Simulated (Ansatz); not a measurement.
MgO (P6₃mc, No. 186, 4 atoms in the cell; start mp-549706; a measured phase of this formula has another space group), treated with HSE06 (plane waves, PAW; Ansatz, an electronic-structure program).

Settings: plane-wave cutoff 500 eV, 12×12×4 k mesh (along the axes of the cell as run), gaussian smearing 0.02 eV, scalar-relativistic PAW data made under PBE.

Cell (relaxed at this level):

```cif
data_Mg2O2
_chemical_formula_sum 'Mg2 O2'
_space_group_name_H-M_alt 'P63mc'
_space_group_IT_number 186
_space_group_name_Hall 'P 6c -2c'
_cell_length_a 3.28488
_cell_length_b 3.28488
_cell_length_c 5.04775
_cell_angle_alpha 90.000
_cell_angle_beta 90.000
_cell_angle_gamma 120.000
loop_
_atom_site_label
_atom_site_type_symbol
_atom_site_symmetry_multiplicity
_atom_site_Wyckoff_symbol
_atom_site_fract_x
_atom_site_fract_y
_atom_site_fract_z
_atom_site_occupancy
Mg1 Mg 2 b 0.33333 0.66667 0.00554 1
O1 O 2 b 0.33333 0.66667 0.39906 1
```

Problem. Give the computed band gap.

Solution. 
band gap: 5.17 eV (on the SCF k mesh)

Note: the relaxation could not lower the start's symmetry, so the cell can be a saddle point above a distorted one.

The computed numbers hold no vibrational or temperature effects.

Computing time: around 19 core-minutes (rough).

A start named mp-… is a Materials Project structure, which need not be a measured phase.
